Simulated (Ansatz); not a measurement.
MoSi2, response to strain

Start from MoSi$_{2}$ (space group I4/mmm, No. 139; a = 3.1901 Å, c = 7.8220 Å; relaxed with 0.1 eV smearing).

Strains are applied to the cell and any free atomic positions relax.

The values are results of PBEsol (Ansatz, a program for electronic structure), no spin-orbit coupling, not measurements.

Notes on the quantities. pressure: mean of the normal stresses, compression positive.

| isotropic strain (%) | pressure (GPa) |
|---|---|
| -2 | 15.2 |
| -1.5 | 11.0 |
| -1 | ? |
| 0 | 0.0 |
| 0.5 | -3.2 |
| 1.5 | -8.9 |
| 2 | -11.4 |
| 2.5 | -13.8 |
| 3 | -15.9 |

Fit P = P₀ − Bδ + Cδ² with δ = (1 + ε)³ − 1 to the rows shown and predict the withheld row.

Least squares on the printed values gives P₀ = 0.1 GPa, B = 223 GPa (at held cell shape), C = 558 GPa (largest residual 0.1 GPa); this predicts 7.2 GPa, and the run gives 7.1 GPa, in agreement.

No phonon test of stability was made. The final runs are not spin-polarised.
